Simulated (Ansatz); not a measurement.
Start from Ca in the fcc (Cu type) structure (space group Fm-3m, No. 225; a = 5.4558 Å; relaxed with 0.1 eV smearing). Axes: x, y, z lie along the cube axes.

Level of theory: PBEsol (Ansatz, a program for electronic structure), no spin-orbit coupling.

Before the change:

```
Item       Result
--------  -------
Pressure  0.0 GPa
```

Modification: compressive biaxial strain of 2.08 % in the plane normal to [111], as in epitaxy on a mismatched substrate; the out-of-plane cell vector and the atoms relax.

**Question.** How does this affect the ratio −ε⊥/ε∥, energy relative to the base and pressure?

**Answer.** The ratio −ε⊥/ε∥ amounts to 0.35; the energy goes up by 5.2 meV/atom; the pressure (mean of the normal stresses, compression positive) goes from zero to 0.7 GPa.

Whether these cells are dynamically stable was not tested.
